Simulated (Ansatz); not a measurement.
# Zr2PbC, response to strain

Take Zr2PbC (space group P6_3/mmc, No. 194; a = 3.3694 Å, c = 14.7767 Å; a cell from a computed database, its experimental status unchecked) as the base. Axes: x lies along a and z along c of the hexagonal cell.

Strains are applied to the cell and any free atomic positions relax; under biaxial strain the out-of-plane vector relaxes too.

Method: PBEsol (Ansatz, a first-principles code), no spin-orbit coupling.

Notes on the quantities. pressure: mean of the normal stresses, compression positive.

| variant | shortest interatomic distance | pressure |
|---|---|---|
| base | 229.6 pm | 0.0 GPa |
| biaxial strain −0.35 %, plane normal [001], relaxed out of plane | 229.2 pm | 0.6 GPa |
| biaxial strain +0.91 %, plane normal [001], relaxed out of plane | 230.5 pm | -1.6 GPa |
| biaxial strain +2.52 %, plane normal [001], relaxed out of plane | 232.4 pm | -4.2 GPa |

Without a gap, meshes like the base's 16×16×4 leave anisotropic stresses uncertain by several tenths of a GPa, and small strain energies with them. Whether these cells are dynamically stable was not tested. The final runs are not spin-polarised.
